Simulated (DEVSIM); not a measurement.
System: Schottky contact on n-type Si, at 300 K.

Layer 1 from the left is Si, thickness (μm) 3.20, Nd (cm⁻³) 1.2e16, τn (s) 2.4e-7, τp (s) 2.4e-7.

Left contact: Schottky, work function 4.73 eV, emission velocity 2.5e6 cm/s. Right contact: ohmic. Voltage is applied to the left contact. Recombination: SRH at mid-gap, radiative. Mobility is μmin + (μ − μmin)/(1 + (N/Nref)^α).

Constants are typed, rounded textbook-type inputs, not results; the design itself was drawn at random and stands for no fabricated device. Values at 300 K.

Si: gap (eV) 1.124, affinity (eV) 4.05, permittivity 11.7, Nc (cm⁻³) 2.86e19, Nv (cm⁻³) 3.1e19, μn (cm²/Vs) 1417, μp (cm²/Vs) 470, μn,min 52, μp,min 45, Nref,n 9.7e16, Nref,p 2.2e17, αn 0.68, αp 0.72, B (cm³/s) 4.7e-15.

Model (solved in DEVSIM): 1D drift-diffusion, Boltzmann statistics, complete ionisation; no tunnelling, impact ionisation, image-force lowering or self-heating. Metal contacts follow the ideal Schottky-Mott rule: no Fermi-level pinning, no interface dipoles.

Task: What does the simulation give for the largest field in the device at zero bias, the dark forward voltage at 100 A/cm², the potential step across the device at zero bias, the dark forward voltage at 1 A/cm²?

Result: largest field in the device at zero bias 41000 V/cm; dark forward voltage at 100 A/cm² 0.397 V; potential step across the device at zero bias 0.479 V; dark forward voltage at 1 A/cm² 0.262 V.
